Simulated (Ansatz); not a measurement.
An Ansatz (a first-principles code) run: Au with a change (biaxial strain +2.00 %, plane normal [001], relaxed out of plane); Ansatz LDA, no spin-orbit coupling.

Input:

Ansatz 0.2 input:
```yaml
crystal:
  lattice:
    - [2.9193774886, 0, 0]
    - [0, 2.9193774886, 0]
    - [1.4596887443, -1.4596887443, 2.0035965714]
  atoms:
    - { symbol: Au, position: [0, 0, 0] }
basis: { ecutwfc: 420, ecutrho_ratio: 4, xc_grid: 2, fft_grid_basis: typed }
kpoints: { mp_grid: { grid: [28, 28, 28] } }
hamiltonian:
  xc: lda
  dispersion: none
  pseudopotentials: { kind: paw }
scf: { occupations: { method: fermi_dirac, width: 0.1 } }
relax: { f_tol: 0.005, max_steps: 50, cell: { stress_tol: 0.01, fix: [a, b, gamma] } }
output: { forces: true, stress: true }
checkpoint: { write: state.ck, write_every: 1000 }
```

Output (explanatory and most iteration lines left out):

```
Relaxation: its limit of steps is 50 (relax.max_steps)
Pseudopotential: Au, paw, valence charge 19
Crystal: 1 atoms, lattice volume = 17.076 Å³
Basis set: ecut = 420 eV, 331 PW (Γ), exchange–correlation on 40×40×40 points (8 copies of the dense FFT grid, shifted against one another)
Bands: 14, of which v1, the nominal top of the filled ones, is band 10 counted from 1 (9 counted from 0)
Symmetry: 16 space group operations
Space group: I4/mmm (ITA 139), of the structure as read, at distance tolerance 2.6e-5 Å
k-points: 1639 of 21952
Functional: x = slater, c = lda
SCF iter   1: F=—  HF=-12864.951986 eV  |F-HF|=—  |Δ(HF+E_count)|=         —  Δρ=8.16e-3  dr2=7.31e-3  ethr=1.77e-3  ⟨swp⟩=4.7  Hψ=115733  notcnv=0
SCF iter   2: F=—  HF=-12864.950207 eV  |F-HF|=—  |Δ(HF+E_count)|=   1.78e-3  Δρ=3.92e-3  dr2=1.41e-3  ethr=3.85e-5  ⟨swp⟩=1.0  Hψ=36064  notcnv=0
SCF 1 converged in 6 iterations: F = -12864.949721 eV  dr2 = 1.77e-11
relax step   1: F+E_penalty+E_count = -12864.94972116 eV  Δ(F+E_penalty+E_count) = +0.000e0 eV  max|allowed force component| = 0.000e0 eV/Å  Δτ_max = 0.0000 Å  P = -5.241 GPa  Ω = 17.076 Å³  fix = [a, b, gamma]  reactions: a -5.462, b -5.462 GPa  (6 SCF iters, dr2 threshold 1.00e-7 eV, accepted)
[... steps on the carried basis left out ...]
relax step   4: F+E_penalty+E_count = -12864.95642402 eV  Δ(F+E_penalty+E_count) = -1.369e-5 eV  max|allowed force component| = 0.000e0 eV/Å  Δτ_max = 0.0000 Å  P = -0.693 GPa  Ω = 16.647 Å³  energy of the carried Pulay correction = +1.130e-4 eV  fix = [a, b, gamma]  reactions: a -1.035, b -1.035 GPa  (2 SCF iters, dr2 threshold 9.23e-8 eV, accepted)
Crystal: 1 atoms, lattice volume = 16.647 Å³
SCF iter   1: F=—  HF=-12864.956304 eV  |F-HF|=—  |Δ(HF+E_count)|=         —  Δρ=8.64e-5  dr2=2.91e-7  ethr=8.47e-9  ⟨swp⟩=3.1  Hψ=179776  notcnv=0
SCF iter   2: F=—  HF=-12864.956304 eV  |F-HF|=—  |Δ(HF+E_count)|=   9.10e-8  Δρ=3.69e-5  dr2=4.57e-8  ethr=1.53e-9  ⟨swp⟩=3.0  Hψ=39504  notcnv=0
SCF 5 converged in 6 iterations: F = -12864.956304 eV  dr2 = 1.48e-14
SCF converged after 6 iterations
Free energy (F): -12864.956304 eV
Internal energy: -12864.946790 eV  (E = F + TS)
E sigma→0 (E₀):  -12864.951547 eV
Entropy (-TS):   -0.009515 eV (-9.515 meV/atom)
Fermi energy:    20.925984 eV
--- Forces (eV/Å), atoms counted from 1 ---
  atom   1  Au    -0.00000000     0.00000000     0.00000000
--- Stress (GPa, compression-positive) ---
       -1.031616       0.000000       0.000000
        0.000000      -1.031616       0.000000
        0.000000       0.000000      -0.003624
  P = ⅓ Tr σ = -0.6890 GPa (-6.890 kbar)
--- Relaxed structure (4 steps of the walk, 4 accepted, 1 SCFs on fresh bases) ---
  cell:  # Å, volume = 16.6469 Å³
    - [2.9193774886, 0.0, 0.0]
    - [0.0, 2.9193774886, 0.0]
    - [1.4596887443, -1.4596887443, 1.9532242542451401]
  atoms:
    - { symbol: Au, position: [0.0, 0.0, 0.0] }
```

Stability against distortions was not tested. The cell was made from Au in the fcc (Cu type) structure (space group Fm-3m, No. 225) by this change: biaxial strain +2.00 %, plane normal [001], relaxed out of plane.
